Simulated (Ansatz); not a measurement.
## CdSe under a change: pressure −1 GPa

The parent structure is CdSe in the zinc blende structure (space group F-43m, No. 216; a = 6.133 Å).

The change: hydrostatic tension (pressure −1 GPa).

Calculations: r2SCAN in Ansatz (plane waves to 500 eV, PAW, no SOC). Γ-centred 9×9×9 mesh, Fermi–Dirac width 0.05 eV.

```tsv
quantity	base	changed	shift
volume per atom	28.84 Å³	29.44 Å³	+0.60 Å³
density	5.51 g/cm³	5.40 g/cm³	-0.11 g/cm³
lattice parameter a	6.133 Å	6.175 Å	+0.042 Å
shortest interatomic distance	2.656 Å	2.674 Å	+0.018 Å
enthalpy H = E + PV relative to the base's energy	–	-0.18 eV/atom	–
band gap	1.04 eV	0.99 eV	-0.05 eV
gap character	direct at Γ	direct at Γ	–
mean gap deformation potential ΔEg/Δln V	–	-2.2 eV	–
width of the top valence band	2.12 eV	2.04 eV	-0.08 eV
electron mass	0.093 mₑ (at Γ)	0.091 mₑ (at Γ)	–
hole mass (degenerate bands, along [100])	0.098, 0.70, 0.70 mₑ (at Γ)	0.096, 0.72, 0.72 mₑ (at Γ)	–
```

Load acts through the strain it causes; cell and atoms are relaxed under it. Masses are band curvatures over ±0.01 Å⁻¹ around the edge. No phonon test of stability was made.

Ansatz is a quantum-chemistry and plane-wave program.
